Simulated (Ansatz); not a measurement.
A periodic model of amorphous Si$_{14}$B$_{14}$C$_{14}$N$_{28}$:

```xyz
70
Lattice="9.8151 -0.4669 0.3198 -0.4669 9.4968 0.0251 0.3198 0.0251 9.1870" Properties=species:S:1:pos:R:3 pbc="T T T"
Si     1.5677     7.5768     0.8332
Si     3.0615     4.9085     2.7699
Si     8.6656     5.6858     7.1316
Si     4.1762     3.5027     5.0100
Si     4.1623     8.7364     8.2741
Si     6.9373     0.7583     6.7786
Si     9.3525     3.3620     4.4548
Si     2.7935     0.5351     0.8404
Si     3.5723     7.6907     5.3103
Si     1.7323     9.2405     3.2028
Si     5.8193     6.4318     3.3047
Si     7.7351     2.0643     1.8675
Si     8.6316     6.3388     0.6060
Si     6.5524     8.8315     1.4140
B      3.4586     0.9335     5.3032
B      0.7281     2.3071     2.2611
B      7.1795     4.7508     2.8579
B      0.7357     7.1677     4.6924
B      5.0351     3.1513     2.2007
B      6.6392     4.1949     0.9500
B      9.4455     4.0491     8.3526
B      8.4021     6.0770     4.4020
B      8.5632     1.4595     9.2240
B      7.8207     0.9760     3.7215
B      5.6719     7.7372     6.1628
B      7.6548     8.3075     8.0230
B      4.0985     1.8002     7.3324
B      4.2700     1.9123     8.9991
C      5.2201     0.8868     7.6899
C      1.2739     5.6531     0.5439
C      8.3428     2.2379     5.6621
C      4.8131     2.9390     0.6030
C      4.2942     6.1502     2.0974
C      8.0293     7.3817     3.4274
C      1.7239     4.5743     1.4185
C      8.9084     2.5863     8.1944
C      6.3706     4.5180     6.1690
C      0.4039     5.5157     8.9811
C      2.6161     5.4445     4.6243
C      8.2676     2.0658     7.0185
C      9.3099     7.5476     2.9601
C      4.5536     7.1114     1.2842
N      6.7984     8.4910     6.8464
N      0.5571     8.0743     3.5729
N      9.0062     1.9559     3.1568
N      2.5835     8.5809     1.9191
N      7.4592     1.2754     5.0535
N      6.5303     3.3922     2.3313
N      2.4733     8.7090     8.7350
N      5.2253     7.3418     4.7467
N      1.6258     1.1141     2.2328
N      8.1663    -0.0073     9.0899
N      4.0679     3.4828     3.2429
N      6.9715     7.4699     2.4388
N      6.0236     3.7286     9.1534
N      5.0116     8.1051     0.5795
N     -0.1769     7.9019     1.2778
N      3.2028     4.7902     5.5534
N      5.7277     3.6356     5.6303
N      8.2088     4.7413     3.9256
N      4.3728     7.7516     6.8649
N      3.5800     2.1091     5.9329
N      7.0022     0.6042     2.5515
N      7.5294     5.2010     1.3813
N      2.1539     6.7575     4.9679
N      2.8223     9.2776     4.6787
N      9.3410     6.2138     5.5834
N      8.3915     7.0705     8.2944
N      1.1038     3.4545     1.5665
N      7.0066     5.4247     6.6512
```

Computed with PBE, scalar-relativistic without spin-orbit coupling (plane waves to 420 eV, PAW; Ansatz, a program for electronic structure).

It comes from a melt-quench run on a machine-learned potential (CHGNet), relaxed afterwards by DFT. N atoms were pushed apart under 1.9 Å during the dynamics, to hinder bonds among them. The hot cell started wider than the set density and was brought back towards it in steps. It is the lowest in DFT energy of 2 quenches. It is a model cell: composition and starting density were chosen by hand, and all elements were melted together. No dispersion term was used. Its density started from a set value of 2.15 and ended at 2.15 g/cm³. The quench (nominally 630 K/ps over its main leg) was far faster than any real one, so the model tends to hold more defects than a real film. Values belong to this one cell and scatter from quench to quench. The volume was held where the preparation left it and the shape relaxed, at a PBE pressure of -3.3 GPa (tension). Stress components on the final sampling reach 3.6 GPa. On a 2×2×2 Γ-centred mesh force components of up to 0.21 eV/Å stay, since the relaxation ran on the zone centre alone.

Neighbours within Si-Si 2.60 Å, Si-B 2.28 Å, Si-C 2.19 Å, Si-N 2.14 Å, B-B 1.97 Å, B-C 1.87 Å, B-N 1.84 Å, C-C 1.78 Å, C-N 1.64 Å, N-N 1.70 Å count as bonded. Two cations that share two anions don't count as bonded, nor two that share one unless they lie closer than Si-Si 2.38 Å, Si-B 2.09 Å, Si-C 2.00 Å, B-B 1.80 Å, B-C 1.71 Å, C-C 1.63 Å.

Problem. Give the coordination numbers, mean bond lengths and angles.

Solution. 
```
Item                                                   Result
-----------------------  ------------------------------------
Mean coordination of Si            3.93 (1 with 3, 13 with 4)
Mean coordination of B   3.00 (1 with 2, 12 with 3, 1 with 4)
Mean coordination of C             2.86 (2 with 2, 12 with 3)
Mean coordination of N   2.89 (5 with 2, 21 with 3, 2 with 4)
Mean Si-N bond           1.797 Å (spread 0.069 Å, 41 counted)
Mean B-N bond            1.492 Å (spread 0.079 Å, 29 counted)
Mean C-C bond             1.390 Å (spread 0.057 Å, 6 counted)
Mean C-N bond            1.343 Å (spread 0.086 Å, 11 counted)
Bond angle at Si                    mean 108.7°, spread 13.5°
Bond angle at B                     mean 119.2°, spread 17.8°
Bond angle at C                     mean 121.5°, spread 17.6°
Bond angle at N                     mean 115.7°, spread 17.5°
```

Problem. Which atoms depart from the most common coordination of their element?

Solution. Si7 has 3 (N60 1.87 Å, C31 1.93 Å, N45 1.94 Å); B15 has 2 (N66 1.33 Å, N62 1.34 Å); B17 has 4 (N60 1.48 Å, N64 1.58 Å, N48 1.60 Å, Si11 2.21 Å); C37 has 2 (N70 1.21 Å, N59 1.22 Å); C42 has 2 (C33 1.29 Å, N56 1.30 Å); N45 has 4 (B24 1.64 Å, B16 1.65 Å, Si12 1.81 Å, Si7 1.94 Å); N48 has 4 (B19 1.52 Å, B17 1.60 Å, B20 1.60 Å, Si12 1.85 Å); N55 has 2 (C32 1.34 Å, B20 1.44 Å); N58 has 2 (C39 1.28 Å, Si4 1.70 Å); N59 has 2 (C37 1.22 Å, Si4 1.68 Å); N69 has 2 (C35 1.29 Å, B16 1.39 Å); N70 has 2 (C37 1.21 Å, Si3 1.75 Å).
